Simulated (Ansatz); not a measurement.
Base system: ZnO in the wurtzite structure (space group P6_3mc, No. 186; a = 3.2300 Å, c = 5.2144 Å). Axes: x lies along a and z along c of the hexagonal cell.

All numbers come from plane-wave PAW DFT at the PBEsol level (Ansatz, a quantum-chemistry and plane-wave program, 420 eV), scalar-relativistic without spin-orbit coupling.

Strains are applied to the cell and any free atomic positions relax; under biaxial strain the out-of-plane vector relaxes too.

One change was made to it. Results:

The valence-band top at Γ (three highest levels, from the VBM) changes from 0.00, 0.00, -0.10 eV to 0.00, 0.00, -0.09 eV; the band gap stays essentially unchanged (0.70 eV against 0.71 eV); the pressure (mean of the normal stresses, compression positive) goes from zero to -8.5 kbar; the width of the top valence band falls by 0.026 eV, from 1.83 eV to 1.81 eV; the volume per atom rises by 0.07 Å³, from 11.78 Å³ to 11.85 Å³.

Question: Which change produced these results?
A. biaxial strain +0.60 %, plane normal [001], relaxed out of plane
B. biaxial strain +1.80 %, plane normal [001], relaxed out of plane
C. biaxial strain +2.40 %, plane normal [001], relaxed out of plane
D. biaxial strain +3.00 %, plane normal [001], relaxed out of plane
E. biaxial strain +1.20 %, plane normal [001], relaxed out of plane

Answer: A, biaxial strain +0.60 %, plane normal [001], relaxed out of plane. For comparison, the pressure in the other runs: biaxial strain +3.00 %, plane normal [001], relaxed out of plane gives -40.1 kbar; biaxial strain +1.80 %, plane normal [001], relaxed out of plane gives -25.0 kbar; biaxial strain +2.40 %, plane normal [001], relaxed out of plane gives -32.8 kbar; biaxial strain +1.20 %, plane normal [001], relaxed out of plane gives -16.9 kbar.

Stability against distortions was not tested.
